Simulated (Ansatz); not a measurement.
# TiAl: biaxial strain +2.58 %, plane normal [001], relaxed out of plane

The reference is TiAl (space group P4/mmm, No. 123; a = 2.813 Å, c = 4.058 Å). Axes: x, y, z lie along a, b, c of the conventional cell.

Modification: biaxial strain +2.58 %, plane normal [001], relaxed out of plane (Cartesian); in-plane vectors clamped, the third vector and the atoms free.

The values are results of r2SCAN, PAW, 500 eV (Ansatz, a program for electronic structure; spin-orbit coupling left out), not measurements. k-mesh 16×16×12 (Γ-centred); smearing 0.05 eV (Fermi–Dirac).

The volume per atom increases by 0.396 Å³, from 16.06 Å³ to 16.45 Å³ and the space group remains P4/mmm (No. 123). The shortest interatomic distance goes up by 0.027 Å to 2.840 Å and the pressure (mean of the normal stresses, compression positive) goes from zero to -2.9 GPa. The band gap stays zero and the out-of-plane strain is -2.63 % (rough).

Without a gap, meshes like the base's 16×16×12 leave anisotropic stresses uncertain by several tenths of a GPa, and small strain energies with them. Stability against distortions was not tested. All final runs are without spin polarisation.
